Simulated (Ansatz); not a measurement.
Start from WC (space group P-6m2, No. 187; a = 2.899 Å, c = 2.827 Å; relaxed with 0.1 eV smearing). Axes: x lies along a and z along c of the hexagonal cell.

Computed with PBEsol/PAW in Ansatz (a first-principles code), scalar-relativistic without spin-orbit coupling.

The change: tensor shear ε_xz = +2.00 % (engineering shear γ = 0.0400), atoms relaxed at fixed cell.

Question: Predict the stress tensor and what it implies for the stiffness.

Answer: Stress of the strained cell less that of the base (GPa, compression positive):
```
    0.8     0.0   -12.7
    0.0     0.5     0.0
  -12.7     0.0     0.8
```

Then −Δσ/γ with γ = 2ε = 0.0400 gives secant stiffness values (nonlinear terms included at this strain): C55 ≈ 318 GPa.

As a check, the harmonic strain energy −½ V₀ Δσ:ε is 16 meV/atom; the computed energy rise is 16 meV/atom.

No phonon test of stability was made. All final runs are without spin polarisation.
